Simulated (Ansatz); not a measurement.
**HoAu2 (I4/mmm, No. 139)**

Level of theory: LDA in Ansatz (PAW).

Settings: plane-wave cutoff 500 eV, 20×20×20 k mesh, Fermi–Dirac smearing 0.1 eV, spin-polarised start, scalar-relativistic PAW data made under PBE.

Cell (relaxed at this level):

Au2Ho has the tetragonal space group I4/mmm (No. 139), Pearson symbol tI6. Conventional cell: a = b = 3.6368 Å, c = 8.8911 Å, α = β = γ = 90.00°. Ho on 2a sees 10 Au at 2.961–2.969 Å and 4 Ho at 3.637 Å. Au on 4e sees 5 Ho at 2.961–2.969 Å and 5 Au at 2.966–2.969 Å. (Neighbours: up to the widest gap in distance over summed covalent radii, below 1.35, at either atom.)
(The calculation used a cell of 3 atoms; values per cell refer to that cell.)

```yaml
band_gap: zero (no gap)
```

Note: the magnetic order was assumed, not searched for or taken from measurement; the 4f shell is treated without U or exact exchange, so its levels and filling can be wrong.

Spin–orbit coupling is not included; it can shift volumes and moduli of such heavy elements.

Static lattice: no zero-point or thermal effects.

Ansatz is an electronic-structure program.
